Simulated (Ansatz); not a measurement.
**By hand: surface energy of the Al(111) slab with 2 La, the mean of its two faces, with the listed reservoirs for the atoms in excess**

Subject: the surface energy of the Al(111) slab with 2 La, the mean of its two faces, with the listed reservoirs for the atoms in excess. Reaction: 2 La (P6₃/mmc) + 63 Al (fcc) → cell A.

A: a slab of Al (fcc, Fm-3m) cut along (111), 65 atoms, hexagonal cell of 8.57 Å (63.6 Å²), symmetry C2/m within 0.02 Å, 18.6 Å thick under 17 Å of vacuum, in-plane vectors held at the crystal's; planes from bottom to top: La | Al9 × 7 | La; added, foreign or displaced atoms, above the top plane and below the bottom plane: two times La bound to 3 Al at 2.95 Å; spin state with PBE: run without spin.

Setting: static, neutral cells in Ansatz (PAW) whose structures rest at the PBE level. Ansatz (an electronic-structure program) runs with its default PAW set. Other levels take these structures. The lattices are those relaxed with PBE, so at other levels the solids can be strained, which adds to the spread. Larger cells are relaxed from a start prepared with the learned potential CHGNet, on a coarser mesh till forces fall under 0.03 eV/Å, which some starts already meet. A dispersion term (D3(BJ), or D4 for r2SCAN) was computed beside these levels and is taken off wherever the name lacks it. Spin-orbit coupling is left out. Cell A has symmetry C2/m within 0.02 Å and got no random move, so less symmetric positions, which may lie lower, weren't tried.

Total energies of the cells in eV, at zero smearing width. They compare only within one column; the weights balance every element.

| cell | atoms | weight | PBE | RPBE |
|---|---|---|---|---|
| A: Al(111) slab with 2 La | 65 | +1 | -46355.55159 | -46560.91665 |
| La (P6₃/mmc) | 4 | −1/2 | -25000.38286 | -25038.99707 |
| Al (fcc) | 9 | −7 | -4837.52377 | -4863.97386 |

PBE: (-46355.55159) − 1/2 × (-25000.38286) − 7 × (-4837.52377) = 7.3062 eV; dividing by 2 × 63.642 Å² and converting at 16.022 J/m² per eV/Å² gives 0.92 J/m².

RPBE: (-46560.91665) − 1/2 × (-25038.99707) − 7 × (-4863.97386) = 6.3989 eV; dividing by 2 × 63.642 Å² and converting at 16.022 J/m² per eV/Å² gives 0.81 J/m².
